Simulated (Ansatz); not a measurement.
# Converging the k-point mesh: Sr (Fm-3m, 1 atom in the cell)

```
Sr
1.0
    0.00000     3.03088     3.03088
    3.03088     0.00000     3.03088
    3.03088     3.03088     0.00000
Sr
1
Cartesian
  0.00000   0.00000   0.00000
```

Method: PBE (plane waves, PAW; Ansatz, a quantum-chemistry and plane-wave program).

Base settings: basis.ecutwfc = 420 eV; kpoints.mp_grid.grid = 9 9 9; hamiltonian.xc = pbe; hamiltonian.pseudopotentials = {kind: paw} (the program's default PAW files); scf.occupations.method = fermi_dirac; scf.occupations.width = 0.1 eV.

The second cell is the first with its lattice scaled by 0.98.

Only quantities that move along the ladder and can be compared are tabulated.

The count of work is k-points × plane waves × bands × iterations; it is no time. 

The starting cell has typed, rounded lattice constants, without a prior relaxation at this level. Its lattice was rescaled by up to half a per cent. Ansatz's pressure includes its estimate of the finite-basis (Pulay) stress.

Steps (kpoints.mp_grid.grid): 2 2 2; 3 3 3; 4 4 4; 5 5 5; 6 6 6; 7 7 7; 8 8 8; 9 9 9; 10 10 10; 11 11 11; 12 12 12; 14 14 14; 17 17 17; 18 18 18; 20 20 20; 23 23 23; 25 25 25; 28 28 28; 31 31 31.

**Question.** What is the coarsest kpoints.mp_grid.grid that holds the pressure within 1 GPa of the last step, with all finer ones?

**Answer.** 3 3 3, at 0.0049 of the last step's count of work; the step before is off by 3.5 GPa.

**Question.** What is the coarsest kpoints.mp_grid.grid that holds the energy of the compressed cell less the first within 0.2 meV/atom of the last step, with all finer ones?

**Answer.** 7 7 7, at 0.025 of the last step's count of work; the step before is off by 0.46 meV/atom.

**Question.** What is the coarsest kpoints.mp_grid.grid that holds the free energy within 2 meV/atom of the last step, with all finer ones?

**Answer.** 8 8 8, at 0.036 of the last step's count of work; the step before is off by 3.5 meV/atom.

| kpoints.mp_grid.grid | free energy less the last step's (meV/atom) | energy of the compressed cell less the first (meV/atom) | pressure (GPa) | count of work / last |
|---|---|---|---|---|
| 2 2 2 | 6.96 | -74.41 | -3.59 | 0.0037 |
| 3 3 3 | 99.22 | 16.60 | 0.37 | 0.0049 |
| 4 4 4 | -41.11 | 6.90 | -0.02 | 0.0098 |
| 5 5 5 | -2.80 | 3.31 | -0.19 | 0.012 |
| 6 6 6 | 12.95 | 5.21 | -0.11 | 0.020 |
| 7 7 7 | -3.53 | 4.87 | -0.12 | 0.025 |
| 8 8 8 | -0.70 | 4.60 | -0.14 | 0.036 |
| 9 9 9 | 1.60 | 4.77 | -0.13 | 0.043 |
| 10 10 10 | -0.55 | 4.74 | -0.13 | 0.058 |
| 11 11 11 | -0.19 | 4.76 | -0.13 | 0.069 |
| 12 12 12 | 0.29 | 4.75 | -0.13 | 0.088 |
| 14 14 14 | -0.06 | 4.76 | -0.13 | 0.13 |
| 17 17 17 | -0.01 | 4.75 | -0.13 | 0.20 |
| 18 18 18 | 0.01 | 4.75 | -0.13 | 0.24 |
| 20 20 20 | 0.00 | 4.75 | -0.13 | 0.31 |
| 23 23 23 | 0.00 | 4.75 | -0.13 | 0.45 |
| 25 25 25 | 0.00 | 4.75 | -0.13 | 0.56 |
| 28 28 28 | 0.00 | 4.75 | -0.13 | 0.76 |
| 31 31 31 | 0.00 | 4.75 | -0.13 | 1.0 |

The energy difference between the two cells stays within 1 meV/atom of the last step's from 6 6 6 on, the total only from 10 10 10 on: much of the error is common to both cells and cancels.

Keys are those of Ansatz 0.2.
